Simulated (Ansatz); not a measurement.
Take Si in the diamond structure (space group Fd-3m, No. 227; a = 5.402 Å) as the base. Axes: x, y, z lie along the cube axes.

Computed with LDA/PAW in Ansatz (a quantum-chemistry and plane-wave program), spin-orbit coupling left out.

For the base:

```
Property   Result
--------  -------
Band gap  0.45 eV
```

Now apply this change: the cell is stretched by 3.00 % along z with no lateral relaxation, atoms relaxed at fixed cell.

Task: Estimate the effect on the energy relative to the base and band gap.

Result: The energy grows by 8.8 meV/atom; the band gap decreases by 0.104 eV, from 0.45 eV to 0.34 eV.

The cells carry an imposed strain or load. Stability against distortions was not tested.
